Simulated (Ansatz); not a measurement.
Start from CdS in the zinc blende structure (space group F-43m, No. 216; a = 5.8777 Å). Axes: x, y, z lie along the cube axes.

All numbers come from r2SCAN in Ansatz (plane waves to 500 eV, PAW, without spin-orbit coupling).

One thing is altered: uniaxial strain ε_zz = +3.00 %, all other strain components held at zero; the atoms relax in the strained cell.

Problem. Predict the stress tensor and what it implies for the stiffness.

Solution. Stress of the strained cell less that of the base (GPa, compression positive):
```
  -1.48    0.00    0.00
   0.00   -1.48    0.00
   0.00    0.00   -2.13
```

Then −Δσ_ii/ε with ε = 0.0300 gives secant stiffness values (nonlinear terms included at this strain): C33 ≈ 71 GPa, C13 ≈ 49 GPa and C23 ≈ 49 GPa.

As a check, the harmonic strain energy −½ V₀ Δσ:ε is 5.1 meV/atom; the computed energy rise is 5.1 meV/atom.

Stability against distortions was not tested.

Ansatz is an electronic-structure program.
